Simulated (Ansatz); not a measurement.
Start from TiC in the rock salt structure (space group Fm-3m, No. 225).

```xyz
2
Lattice="0.0000 2.1467 2.1467 2.1467 0.0000 2.1467 2.1467 2.1467 0.0000" Properties=species:S:1:pos:R:3 pbc="T T T"
C      0.0000     0.0000     0.0000
Ti     2.1467     2.1467     2.1467
```

Levels (all Ansatz, a quantum-chemistry and plane-wave program, PAW): PBEsol (420 eV, scalar-relativistic without spin-orbit coupling); r2SCAN (500 eV, no SOC).

The geometry is relaxed with PBEsol.

| Item | Result |
|---|---|
| PBEsol pressure | 0.0 GPa |

Problem. Predict the pressure from r2SCAN.

Solution. The pressure goes from zero to 6.6 GPa.

Single points use the geometry relaxed with PBEsol. Their cutoffs differ, which shifts pressures a little. Stability against distortions was not tested. All final runs are without spin polarisation.
